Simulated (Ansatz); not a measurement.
N on the 1x1 (10-10) surface of wurtzite GaN (cut with top plane Ga + N), one in a 2x1 cell, started at the site 'top N'

Host crystal: wurtzite GaN, with a band gap (PBE, scalar-relativistic without spin-orbit coupling).

These are r2SCAN, at the PBE geometry and the start's symmetry (plane waves to 500 eV, PAW; Ansatz, a program for electronic structure) values and carry that method's errors.

Set-up: 33 atoms, 9.3 Å thick at the start under the adsorbate (thin: gaps and levels are the slab's own); mesh 3x4x1; 0.01 eV smearing; dipole correction on; single point; on the structure that PBE left under its start's symmetry; spin-polarised, ending with about 1.1 μB a cell, a value that depends on the mesh; orders that need a larger cell were not tried, no spin-orbit, no U, no dispersion correction. The slab shows no gap over 0.04 eV on its mesh. The program's check for a lower electronic state was not made. At the end it is bonded to Ga + N. In PBE it is, or lies within 0.03 eV of, the lowest of the starts that converged; the order may differ at this level.

```
Property                                                                                                                                                                   Value
---------------------------------------------------------------------------------------------------------------  ---------------------------------------------------------------
energy of the end state, in which the adsorbate paired with a surface N atom, against ½ N2(g) at the same level                                                          2.47 eV
work function of the top face                                                                                                                                            4.70 eV
change of the step from the bottom to the top vacuum level, against the clean slab                                                                                       0.67 eV
height of the binding atom over the mean of the host atoms within 0.3 Å of the top one                                                                                   1.002 Å
note                                                                                                             in the relaxation the adsorbate left its starting site by 0.5 Å
cost                                                                                                                                                      roughly 9 core-minutes
```

A negative adsorption energy means that the adsorbate is more stable on the surface than in its reference.
